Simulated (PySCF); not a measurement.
PySCF 2.14.0, PBE/def2-tzvp, df: Mo(NH)(F)(Cl)3 ([NH]=[Mo]([F])([Cl])([Cl])[Cl]), 7 atoms. The geometry is a generated start, not checked to be a minimum at this level.

```json
{
  "task": "energy",
  "method": "pbe",
  "basis": "def2-tzvp",
  "two_electron_scheme": "density fitting",
  "mol.max_memory": "3000 MB",
  "mf.init_guess": "minao (default)",
  "mf.DIIS": "CDIIS (default)",
  "mf.diis_space": "8 (default)",
  "mf.conv_tol": "1e-09 (default)",
  "mf.grids.level": "3 (default)",
  "effective_core_potentials": "those of the basis set, past Kr",
  "basis_functions": "219",
  "grid_points": "117056"
}
```

Hardware: Arm Neoverse V2, 96 cores on 1 socket, no SMT, 1 L3 cache group.

Run on 32 threads, 32 BLAS threads, it takes 7.9 s from launch to exit:

```bash
OMP_NUM_THREADS=32 python -u run.py
```

From its output:

```
[INPUT] num. atoms = 7
[INPUT] num. electrons = 82
number of NR cGTOs = 219
basis = def2-tzvp
method = DFRKS
initial guess = minao
DIIS = <class 'pyscf.scf.diis.CDIIS'>
diis_space = 8
direct_scf = False
max_memory 3000 MB (current use 108 MB)
XC functionals = pbe
grids dens level: 3
tot grids = 117056
integrals held in memory: False
...
    CPU time for setting up grids      0.20 sec, wall time      0.11 sec
    CPU time for vxc      3.30 sec, wall time      0.12 sec
    CPU time for df-vj      0.68 sec, wall time      0.05 sec
init E= -1597.39903929774
    CPU time for initialize scf     27.71 sec, wall time      1.07 sec
    CPU time for vxc      4.32 sec, wall time      0.17 sec
    CPU time for df-vj      0.41 sec, wall time      0.04 sec
cycle= 1 E= -1603.44453224882  delta_E= -6.05  |g|= 0.907  |ddm|= 5.09
    CPU time for cycle= 1      6.91 sec, wall time      0.28 sec
    CPU time for vxc      4.21 sec, wall time      0.17 sec
    CPU time for df-vj      0.41 sec, wall time      0.04 sec
cycle= 2 E= -1601.11733879907  delta_E= 2.33  |g|= 3.74  |ddm|= 2.45
    CPU time for cycle= 2      9.78 sec, wall time      0.38 sec
    CPU time for vxc      4.10 sec, wall time      0.16 sec
    CPU time for df-vj      0.41 sec, wall time      0.04 sec
cycle= 3 E= -1603.48534686629  delta_E= -2.37  |g|= 0.747  |ddm|= 1.84
    CPU time for cycle= 3     12.55 sec, wall time      0.50 sec
    CPU time for vxc      4.60 sec, wall time      0.18 sec
    CPU time for df-vj      0.41 sec, wall time      0.04 sec
cycle= 4 E= -1603.53495199919  delta_E= -0.0496  |g|= 0.652  |ddm|=    1
...
    CPU time for df-vj      0.41 sec, wall time      0.04 sec
cycle= 12 E= -1603.62140398164  delta_E= -1.01e-07  |g|= 0.000386  |ddm|= 0.000891
    CPU time for cycle= 12      8.41 sec, wall time      0.33 sec
    CPU time for vxc      4.22 sec, wall time      0.17 sec
    CPU time for df-vj      0.41 sec, wall time      0.04 sec
cycle= 13 E= -1603.62140402463  delta_E= -4.3e-08  |g|= 8.24e-05  |ddm|= 0.000383
    CPU time for cycle= 13     10.39 sec, wall time      0.41 sec
    CPU time for vxc      4.42 sec, wall time      0.17 sec
    CPU time for df-vj      0.41 sec, wall time      0.04 sec
cycle= 14 E= -1603.62140402607  delta_E= -1.44e-09  |g|= 1.25e-05  |ddm|= 6.69e-05
    CPU time for cycle= 14     14.27 sec, wall time      0.53 sec
    CPU time for vxc      4.37 sec, wall time      0.17 sec
    CPU time for df-vj      0.41 sec, wall time      0.05 sec
cycle= 15 E= -1603.62140402611  delta_E= -4.14e-11  |g|= 2.66e-06  |ddm|= 1.24e-05
    CPU time for cycle= 15     10.16 sec, wall time      0.40 sec
    CPU time for vxc      4.62 sec, wall time      0.17 sec
    CPU time for df-vj      0.41 sec, wall time      0.04 sec
    CPU time for scf_cycle    193.47 sec, wall time      7.52 sec
    CPU time for SCF    193.47 sec, wall time      7.52 sec
converged SCF energy = -1603.62140402611
SCF converged: True
wall of the SCF part: 7.522 s
```

Wall times, medians of two to five repeats, each run alone on the node (launch to exit). Unless noted, each process is bound to its own block of adjacent cores. Build: PyPI wheel: OpenMP (GNU), a bundled serial OpenBLAS 0.3.3 under its C layer, NumPy's threaded OpenBLAS held to generic ARMv8 kernels, libcint, Libxc. Other compilers and libraries give other times. Scratch files lie in a memory file system. This build's BLAS runs threads of its own beside OpenMP's, on the same cores; «BLAS threads» counts them.

Q: What holds this run back, and which change relieves it on the same cores with the result kept within 1.0 meV/atom in energy?

A: The largest part is the rest of the SCF (diagonalisation, DIIS, set-up), 50 % of the time from launch to exit. One change that relieves it (others may too): going from 32 threads, 32 BLAS threads to 32 threads, 1 BLAS thread, the fastest among the values tried that keep the result: 7.9 s to 4.3 s (1.8× as fast). The largest move is in the rest of the SCF (diagonalisation, DIIS, set-up): 3.9 s to 1.1 s. The slower run has 32 BLAS threads beside the program's own on the same cores, and burns 2.3 times the CPU time. These two results differ by: energy equal as printed. Others tried: 32 threads, 4 BLAS threads (4.8 s). Repeats scatter by up to 8 %. 1 planned setting was not run, for want of time.
